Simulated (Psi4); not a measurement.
Psi4 1.11, PBE0/def2-svp: Mo(O)2(Cl)(Me) ([CH3][Mo](=[O])(=[O])[Cl]), 8 atoms. The geometry is a generated start, not checked to be a minimum at this level.

* **task**: energy
* **method**: pbe0
* **basis**: def2-svp
* **memory**: 3 GB
* **maxiter**: 100
* **keys of the molecule block**: symmetry c1
* **scf_type**: df (default)
* **guess**: auto, which took SAD (default)
* **scf_initial_accelerator**: adiis (default)
* **e_convergence**: 1e-06 (default)
* **d_convergence**: 1e-06 (default)
* **dft_radial_points**: 75 (default)
* **dft_spherical_points**: 302 (default)
* **effective core potentials**: those of the basis set, past Kr
* **basis functions**: 106
* **grid points**: 172964

```xyz
8

Mo     0.7479     0.8156     0.0346
O      1.9517     0.1404    -0.8408
O      0.9156     0.9928     1.6493
Cl    -0.3462     2.3509    -0.9494
C     -0.6153    -0.8490     0.0305
H     -0.3447    -1.6145    -0.7046
H     -1.6249    -0.4862    -0.2208
H     -0.6839    -1.3500     1.0012
```

Charge 0 and multiplicity 1 are set for this test and not shown to be the ground state.

One run each on 2 threads. Values of diis_max_vecs tried: 3, 6, 10 (default), 20.

Problem. How does the count of SCF iterations change with diis_max_vecs, and where is it least?

Solution. Fewest SCF iterations, within one of each other: 10 (default) with 11, 20 with 11. The count rises to 46 at 3. All converge to one solution.

```json
[
 {"diis_max_vecs": "3", "SCF iterations": "46", "end": "same solution"},
 {"diis_max_vecs": "6", "SCF iterations": "13", "end": "same solution"},
 {"diis_max_vecs": "10 (default)", "SCF iterations": "11", "end": "same solution"},
 {"diis_max_vecs": "20", "SCF iterations": "11", "end": "same solution"}
]
```
